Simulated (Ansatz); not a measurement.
Start from Li in the bcc (W type) structure (space group Im-3m, No. 229; a = 3.435 Å).

Computed with PBE (Ansatz, a first-principles code; PAW; 420 eV plane waves; scalar-relativistic without spin-orbit coupling).

One change was made to it. Results:

```csv
quantity,base,after
density,0.57 g/cm³,0.52 g/cm³
shortest interatomic distance,2.975 Å,3.058 Å
```

Question: Which of these changes matches the shifts?
A) pressure 7.5 GPa
B) pressure 5 GPa
C) pressure 0.3 GPa
D) pressure −2 GPa
E) pressure −1 GPa

Answer: E, pressure −1 GPa. For comparison, the density in the other runs: pressure −2 GPa gives 0.47 g/cm³; pressure 7.5 GPa gives 0.78 g/cm³; pressure 0.3 GPa gives 0.58 g/cm³; pressure 5 GPa gives 0.72 g/cm³.

Load acts through the strain it causes; cell and atoms are relaxed under it. Stability against distortions was not tested. No other phases were tried under pressure.
